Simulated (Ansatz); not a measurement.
## How far PBE and PBEsol part for hypothetical simple cubic Ni, pressure 5 GPa

Consider Ni in the simple cubic structure (space group Pm-3m, No. 221; a = 2.330 Å; ferromagnetic; a hypothetical phase, not in the database extracts checked).

(Cell as relaxed with PBE.)

Levels (all Ansatz, a first-principles code, PAW): PBE (420 eV, spin-orbit coupling left out); PBEsol (420 eV, no spin-orbit coupling).

Each level relaxes its own structure.

```json
[
 {"base": "volume per atom", "PBE": "12.65 Å³", "PBEsol": "12.00 Å³"},
 {"base": "lattice parameter a", "PBE": "2.330 Å", "PBEsol": "2.289 Å"},
 {"base": "band gap", "PBE": "zero", "PBEsol": "zero"},
 {"base": "largest site moment", "PBE": "0.59 μB", "PBEsol": "0.53 μB"}
]
```

One thing is altered: cell and atoms relaxed at a pressure of 5 GPa.

```csv
quantity,PBE,PBEsol
largest site moment,0.53 μB,[?]
magnetic state,ferromagnetic,[?]
lattice parameter a,2.304 Å,[?]
```

Task: What does PBEsol give?

Result: 
- largest site moment, PBEsol: 0.50 μB
- magnetic state, PBEsol: ferromagnetic
- lattice parameter a, PBEsol: 2.268 Å

PBE's lattice parameter a lies 0.036 Å above PBEsol's (1.6 %); the two agree on the magnetic state. Neither level is exact; PBEsol is the comparison here, not a measurement.

The magnetic state is the one reached from the starting moments; the real material's order can differ, and small cells can't hold many antiferromagnetic ones. Load acts through the strain it causes; cell and atoms are relaxed under it. Stability against distortions was not tested. No other phases were tried under pressure.
